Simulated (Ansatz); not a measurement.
Take Ga2O3 (space group R-3m, No. 166; a = 2.988 Å, c = 22.852 Å (hexagonal axes); a hypothetical phase, not in the database extracts checked) as the base.

The change: an isotropic linear strain of −1.91 %, atoms relaxed at fixed cell.

Levels (all Ansatz, a program for electronic structure, PAW): PBEsol (420 eV, no spin-orbit coupling); r2SCAN (500 eV, without spin-orbit coupling); HSE06 (420 eV, spin-orbit coupling left out).

At the geometry relaxed with PBEsol, these levels gave the following band gaps, in shuffled order: (a) 3.79 eV, (b) 4.85 eV, (c) 3.11 eV.

**Question.** Match each gap to its level.

**Answer.** (a) r2SCAN; (b) HSE06; (c) PBEsol.

Single points use the geometry relaxed with PBEsol. HSE06 gaps are upper bounds (no full band path). Whether these cells are dynamically stable was not tested.
